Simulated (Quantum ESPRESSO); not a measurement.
How a calculation on Ta₂N₃ (Pnma, 20 atoms in the cell) responds to its settings

```
Ta2N3
1.0
    8.20272     0.00000     0.00000
    0.00000     2.98648     0.00000
    0.00000     0.00000     8.16378
Ta N
8 12
Direct
  0.02089   0.25000   0.68698
  0.97911   0.75000   0.31302
  0.47911   0.75000   0.18698
  0.52089   0.25000   0.81302
  0.19388   0.25000   0.00504
  0.80612   0.75000   0.99496
  0.30612   0.75000   0.50504
  0.69388   0.25000   0.49496
  0.45382   0.25000   0.37467
  0.54618   0.75000   0.62533
  0.04618   0.75000   0.87467
  0.95382   0.25000   0.12533
  0.12098   0.25000   0.45141
  0.87902   0.75000   0.54859
  0.37902   0.75000   0.95141
  0.62098   0.25000   0.04859
  0.28016   0.25000   0.69961
  0.71984   0.75000   0.30039
  0.21984   0.75000   0.19961
  0.78016   0.25000   0.80039
```

Base run A: PBEsol, GBRV 1.5 ultrasoft (PBESOL) pseudopotentials run with Quantum ESPRESSO, self-consistent single point.

Its settings: ecutwfc = 40 Ry; ecutrho = 320 Ry; occupations = smearing; smearing = marzari-vanderbilt; degauss = 0.0073499 Ry; potentials = {Ta: ta_pbesol_v1.uspp.F.UPF, N: n_pbesol_v1.2.uspp.F.UPF}; K_POINTS = automatic 3 8 3 1 1 1; conv_thr = 1e-10 Ry; mixing_beta = 0.5.

The starting cell comes from a database of computed structures (which also holds hypothetical and non-ambient phases and stackings), without a prior relaxation at this level. Spin polarisation is off. In the base run, with a pressure of about -7 GPa the cell is away from its equilibrium volume at this level.

A dash stands where there is no value to compare (another energy zero or no entropy term, no result, no spin, no clean gap, or a mesh too coarse for one). 

| run | change | pressure (GPa) | largest force (eV/Å) | dispersion energy (eV/atom) |
|---|---|---|---|---|
| A | base | -7.13 | 0.125 | – |
| B | vdw_corr: default → grimme-d3; dftd3_version: default → 3; dftd3_threebody: default → false [PBEsol-D3(0)] | -11.37 | 0.128 | -0.252 |
| C | vdw_corr: default → grimme-d3; dftd3_version: default → 4; dftd3_threebody: default → false [PBEsol-D3(BJ)] | -13.26 | 0.123 | -0.377 |
| D | vdw_corr: default → grimme-d3; dftd3_version: default → 4; dftd3_threebody: default → true [PBEsol-D3(BJ) with three-body term] | -11.97 | 0.123 | -0.337 |

Run C against A: The pressure goes from -7.13 to -13.26 GPa and the largest force moves little (0.125 to 0.123 eV/Å).

Run B against A: The pressure goes from -7.13 to -11.37 GPa and the largest force hardly changes (0.125 to 0.128 eV/Å).
